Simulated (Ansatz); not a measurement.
# RbCl, pressure series

Take RbCl in the rock salt structure (space group Fm-3m, No. 225; a = 6.698 Å) as the base.

Cell and atoms are relaxed at each pressure.

Method: PBE, PAW, 420 eV (Ansatz, an electronic-structure program; no spin-orbit coupling).

Before the change:

```
Item        Value
--------  -------
Band gap  4.84 eV
```

Problem. The aim is a band gap between 2.66 eV and 2.97 eV. Which of these changes reaches it?
A. pressure 100 GPa
B. pressure 30 GPa
C. pressure 75 GPa
D. pressure −1 GPa

Solution. C, pressure 75 GPa. It gives 2.81 eV; pressure −1 GPa gives 4.58 eV; pressure 100 GPa gives 1.87 eV; pressure 30 GPa gives 4.86 eV. Changes not listed may reach it too

Load acts through the strain it causes; cell and atoms are relaxed under it. Stability against distortions was not tested. Competing high-pressure phases were not computed.
